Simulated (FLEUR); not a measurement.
# A self-consistent single point of BaCd2 (Imma, 6 atoms in the cell) with FLEUR

Computed with FLEUR with PBEsol, all-electron FLAPW (FLEUR), scalar-relativistic valence.

Input as run:

Input of the input generator:

```
BaCd2 FLAPW
&input film=f /
-4.9141439700 7.7785001228 8.0341290449
4.9141439700 -7.7785001228 8.0341290449
4.9141439700 7.7785001228 -8.0341290449
1.0
1.0 1.0 1.0

6
56 0.7013300000 0.4513300000 0.2500000000
56 0.2986700000 0.5486700000 0.7500000000
48 0.7265300000 0.1640700000 0.5624600000
48 0.2734700000 0.8359300000 0.4375400000
48 0.1016100000 0.1640700000 0.9375400000
48 0.8983900000 0.8359300000 0.0624600000

&comp jspins=1 /
&exco xctyp='PBEs' /
&kpt div1=4 div2=4 div3=4 gamma=t /
&end /
```

```xml
<?xml version="1.0" encoding="UTF-8" standalone="no"?>
<fleurInput fleurInputVersion="0.39">
   <comment>
      BaCd2 FLAPW                                                                                         
   </comment>
   <calculationSetup>
      <cutoffs Kmax="3.8" Gmax="15.2" GmaxXC="15.2" numbands="0"/>
      <scfLoop itmax="60" minDistance="0.00001" maxIterBroyd="99" imix="Anderson" alpha="0.05" precondParam="0.0" spinf="2.0"/>
      <coreElectrons ctail="T" frcor="F" kcrel="0" coretail_lmax="0"/>
      <xcFunctional name="PBEs" relativisticCorrections="F"/>
      <magnetism jspins="1"/>
      <soc l_soc="F" theta="0.0" phi="0.0" spav="F"/>
      <expertModes spex="0" secvar="F"/>
      <geometryOptimization l_f="T" forcealpha="1.0" forcemix="BFGS" epsdisp="0.00001" epsforce="0.00001"/>
      <ldaU l_linMix="F" mixParam="0.05" spinf="1.0"/>
   </calculationSetup>
   <cell>
      <bzIntegration valenceElectrons="92.0" mode="hist" fermiSmearingEnergy="0.00367493">
         <kPointListSelection listName="default-1"/>
         <!-- k-points included here -->
         <xi:include xmlns:xi="http://www.w3.org/2001/XInclude" href="kpts.xml"> </xi:include>
      </bzIntegration>
      <!-- symmetry operations included here -->
      <xi:include xmlns:xi="http://www.w3.org/2001/XInclude" href="sym.xml"> </xi:include>
      <bulkLattice scale="1.0">
         <bravaisMatrix>
            <row-1>   -4.9141439699999996     7.7785001227999997     8.0341290449000002</row-1>
            <row-2>    4.9141439699999996    -7.7785001227999997     8.0341290449000002</row-2>
            <row-3>    4.9141439699999996     7.7785001227999997    -8.0341290449000002</row-3>
         </bravaisMatrix>
      </bulkLattice>
   </cell>
   <atomSpecies>
      <species name="Barium (Ba)" element="Ba" atomicNumber="56">
         <mtSphere radius="2.68" gridPoints="925" logIncrement="0.014"/>
         <atomicCutoffs lmax="10" lnonsphr="8"/>
         <electronConfig flipSpins="F">
            <coreConfig>(1s1/2) (2s1/2) (2p1/2) (2p3/2) (3s1/2) (3p1/2) (3p3/2) (4s1/2) (3d3/2) (3d5/2) (4p1/2) (4p3/2) (4d3/2) (4d5/2)</coreConfig>
            <valenceConfig>(5s1/2) (5p1/2) (5p3/2) (6s1/2)</valenceConfig>
         </electronConfig>
         <energyParameters s="6" p="6" d="5" f="4"/>
         <lo type="SCLO" l="0" n="5" eDeriv="0"/>
         <lo type="SCLO" l="1" n="5" eDeriv="0"/>
      </species>
      <species name="Cadmium (Cd)" element="Cd" atomicNumber="48">
         <mtSphere radius="2.63" gridPoints="905" logIncrement="0.014"/>
         <atomicCutoffs lmax="10" lnonsphr="8"/>
         <electronConfig flipSpins="F">
            <coreConfig>(1s1/2) (2s1/2) (2p1/2) (2p3/2) (3s1/2) (3p1/2) (3p3/2) (4s1/2) (3d3/2) (3d5/2)</coreConfig>
            <valenceConfig>(4p1/2) (4p3/2) (5s1/2) (4d3/2) (4d5/2)</valenceConfig>
         </electronConfig>
         <energyParameters s="5" p="5" d="4" f="4"/>
         <lo type="SCLO" l="1" n="4" eDeriv="0"/>
         <lo type="HELO" l="2" n="5" eDeriv="0"/>
      </species>
   </atomSpecies>
   <atomGroups>
      <atomGroup species="Barium (Ba)">
         <relPos label="                   1">-.2986700000 .4513300000 1.000/4.000</relPos>
         <relPos label="                   2">.2986700000 -.4513300000 -1.000/4.000</relPos>
         <force calculate="T" relaxXYZ="TTT"/>
      </atomGroup>
      <atomGroup species="Cadmium (Cd)">
         <relPos label="                   3">-.2734700000 .1640700000 -.4375400000</relPos>
         <relPos label="                   4">.2734700000 -.1640700000 .4375400000</relPos>
         <relPos label="                   5">.1016100000 .1640700000 -.0624600000</relPos>
         <relPos label="                   6">-.1016100000 -.1640700000 .0624600000</relPos>
         <force calculate="T" relaxXYZ="TTT"/>
      </atomGroup>
   </atomGroups>
   <output dos="F" band="F" slice="F">
      <checks vchk="F" cdinf="F"/>
      <bandDOS minEnergy="-.5*Htr" maxEnergy="0.5*Htr" sigma="0.015" storeEVData="T"/>
      <vacuumDOS vacdos="F" integ="F" star="F" nstars="0" locx1="0.0" locy1="0.0" locx2="0.0" locy2="0.0" nstm="0" tworkf="0.0"/>
      <unfoldingBand unfoldBand="F" supercellX="1" supercellY="1" supercellZ="1"/>
      <plotting iplot="0" polar="F">
         <plot TwoD="T" vec1="  1.0  0.0  0.0" vec2="  0.0  1.0  0.0" vec3="  0.0  0.0  1.0" zero="  0.0  0.0  0.0" file="plot"/>
      </plotting>
      <chargeDensitySlicing numkpt="0" minEigenval="0.0" maxEigenval="0.0" nnne="0" pallst="F"/>
      <specialOutput eonly="F"/>
      <magneticCircularDichroism mcd="F" energyLo="-10.0" energyUp="0.0"/>
   </output>
  <!-- We include the file relax.xml here to enable relaxations (see documentation) -->
  <xi:include xmlns:xi="http://www.w3.org/2001/XInclude" href="relax.xml"> <xi:fallback/> </xi:include>
</fleurInput>
```

Output, abridged:

```
      Welcome to FLEUR        (www.flapw.de)
      MaX-Release 8.1          (www.max-centre.eu)

 ========== k-point set info ==========
 Selected k-point list: default-1
 k-point list type: mesh
 4 x 4 x 4
 Number of k points: 18

 ------------Calculation Setup---------------------------
           1           2           3           6           9          18
 Number of basis functions:         1214
 Iteration:     1   Distance:       5.09698151 me/bohr^3
 Iteration:     2   Distance:       4.54382105 me/bohr^3
 Iteration:     3   Distance:       2.43545262 me/bohr^3
 Iteration:     4   Distance:       0.83524893 me/bohr^3
 Iteration:     5   Distance:       0.45135080 me/bohr^3
 Iteration:     6   Distance:       0.18056469 me/bohr^3
   [... 4 lines left out ...]
 Iteration:    11   Distance:       0.00260206 me/bohr^3
 Iteration:    12   Distance:       0.00040396 me/bohr^3
 Iteration:    13   Distance:       0.00022190 me/bohr^3
 Iteration:    14   Distance:       0.00002959 me/bohr^3
 Iteration:    15   Distance:       0.00000415 me/bohr^3
 Reset of history

 Run finished successfully
 Stop message:
   Structural relaxation: new displacements generated

[file out, last iteration]
             iter=     16
          p o t e n t i a l   g e n e r a t o r
[...]
          integral of pseudo charge density inside the slab=        0.000000   0.000000
     coulomb potential in the interstitial region:
          density-coulomb potential integrals
          total density-coulomb potenti   -62949.0737177008
          density-effective potential integrals for spin  1
          total density-effective poten   -6.4262331210E+04
          charge density-energy density integrals
          total charge density-energy d   -9.9879037964E+02
 Updated energy parameters for spin:           1
  Atom    1 6s branch from -0.59 to  3.04 htr. ; e_l =  0.1960
  Atom    1 6p branch from  0.11 to  3.78 htr. ; e_l =  0.3038
  Atom    1 5d branch from -2.81 to  1.23 htr. ; e_l =  0.2781
  Atom    1 4f branch from -9.99 to  0.66 htr. ; e_l =  0.4553
  Atom    1 5s branch from -8.46 to -0.59 htr. ; e_l(l -0.7680
  Atom    1 5p branch from -6.16 to  0.11 htr. ; e_l(l -0.2388
  Atom    2 5s branch from -3.50 to  1.08 htr. ; e_l =  0.1345
  Atom    2 5p branch from -2.07 to  1.69 htr. ; e_l =  0.3019
  Atom    2 4d branch from-14.07 to  0.03 htr. ; e_l = -0.0370
  Atom    2 4f branch from -9.99 to  2.06 htr. ; e_l =  0.6225
  Atom    2 4p branch from-21.69 to -2.07 htr. ; e_l(l -2.0785
  Atom    2-5d branch from  2.16 to  2.16 htr. ; e_l(l  2.1604
[...]
 fermi energy and band-weighting factors:
at   0.00000   0.00000   0.00000   k-weight:    0.015625
   70 eigenvalues :
   -2.073235   -2.073087   -2.072940   -2.072854   -2.072498   -2.072389   -2.072368   -2.072085
   -2.071703   -2.071667   -2.071440   -2.071355   -0.765154   -0.763093   -0.231473   -0.228092
   -0.222719   -0.220767   -0.220505   -0.216024   -0.063394   -0.059742   -0.059235   -0.056699
   [... 6 lines left out ...]
   [... 2 blocks of this kind left out ...]

[...]
FERMIE:
          first approx. to ef    (T=0)  :   0.270749 htr   (energy of the highest occ. eigenvalue)
          number of occ. states  (T=0)  :        829
          first approx. to seigv (T=0)  : -55.241675 htr
          sum of weights of occ. states :  46.031250
          sum of semicore charge        :   0.000000 e
FERHIS:  Fermi-Energy by histogram:
          bandgap                     :   0.000024 htr
          charge neutrality (T=0)     :   0.062500    (zero if the highest occ. eigenvalue is "entirely" occupied)
     EF_NEWTON:  Adjust Fermi-Energy by Newton-Method.
               Number of iterations needed  :   4
               The error in the weight is   :  0.31841E-12
               The error in ef is           : -0.54007E-14 htr
     -->  new fermi energy            :   0.268516 htr
          valence charge              :  92.000000 e
          actual charge blw ef-8kt    :  88.875000 e
          actual charge blw ef+8kt    :  92.000000 e
          number of occ. states       :       860
          sum of the valence weights  :   46.000000
          entropy         :   1.477375 *kb htr/K =   0.00000 htr/K
          sum of val. single particle energies:       -55.2556435701 htr
 Direct bandgap for spin            1 :    8.0139218665292722E-003  Htr
 at k-point           12  with k-vector   0.25000000000000000       0.25000000000000000       0.75000000000000000
          valence density: spin= 1
[...]
     l-like charge
     atom     s        p        d        f        total
 -->  1    1.96436  5.23619  0.25179  0.01405    7.46699
 -->  2    0.72022  6.39829  9.61531  0.00673   16.74236
          total charge for spin  1=   92.000000
          interst. charge =      10.096570
          mt charge=              7.466987   16.742364
          total charge  =   92.000000
          z= 56.     r(1)=  0.645805E-05     dx= 0.014000     m.t.index= 925
               n    l     j    energy       weight
               1.   0.   0.5-1367.0560      2.0000
               2.   0.   0.5 -215.6023      2.0000
               2.   1.   0.5 -203.0835      2.0000
   [... 11 lines left out ...]
          atom type    1  (spin 1)
          kinetic energy=  0.863948676513E+04     sum of the eigenvalues= -0.500442810090E+04
          0.00091623  electrons lost from core.
          z= 48.     r(1)=  0.838542E-05     dx= 0.014000     m.t.index= 905
               n    l     j    energy       weight
               1.   0.   0.5 -973.3142      2.0000
               2.   0.   0.5 -144.1532      2.0000
               2.   1.   0.5 -134.1933      2.0000
   [... 7 lines left out ...]
          atom type    2  (spin 1)
          kinetic energy=  0.567804574520E+04     sum of the eigenvalues= -0.334301804244E+04
          0.00020740  electrons lost from core.
          total charge for spin  1=  304.000000
          interst. charge =      10.099228
          mt charge=             53.466070   46.742158
          total charge  =  304.000000
          zc=   304.000000     qfix=    1.000000
     t o t a l  e n e r g y
          sum of eigenvalues =            -23436.1840151415
          density-coulomb potential int   -62949.0737177008
          density-effective potential i   -64262.3312097037
          charge density-ex.-corr.energ     -998.7903796426
          el.-nucl. inter. diff. m.t.      19756.7353121925
          Madelung term for atom type:       -60.3215450712
          el.-nucl. inter. diff. m.t.      27109.4145576359
          Madelung term for atom type:       -72.5220829501
 ---->    total energy=                   -38646.1735417806 htr
 ---->    (input%tkb*entropy) TS=              0.0054292498 htr
 ---->    free energy=                    -38646.1789710305 htr
      extrapolation for T->0
 ---->    total electron energy=          -38646.1762564055 htr
 ***** TOTAL FORCES ON ATOMS *****
 TOTAL FORCE FOR ATOM TYPE=  1  X=  4.914   Y= -3.889   Z= -0.782
                       FX_TOT= 0.000000 FY_TOT= 0.000000 FZ_TOT=-0.000247
 TOTAL FORCE FOR ATOM TYPE=  2  X=  0.000   Y= -6.807   Z=  2.636
                       FX_TOT= 0.000000 FY_TOT= 0.000001 FZ_TOT= 0.000486
```

The run converged in 15 iterations. FLEUR gives forces in its relaxation mode, with a further iteration, so its stop message speaks of a relaxation.

The starting cell comes from a database of computed structures (which also holds hypothetical and non-ambient phases and stackings), without a prior relaxation at this level. Its lattice was rescaled by a random factor within 2.5 % of one. Values depend on the basis (sphere radii, cutoffs, local orbitals), which need not be converged. The log's line on a gap gives a spacing of levels on this mesh, which the program prints for metals too.

Cost on one core of a shared machine: roughly 10 min.
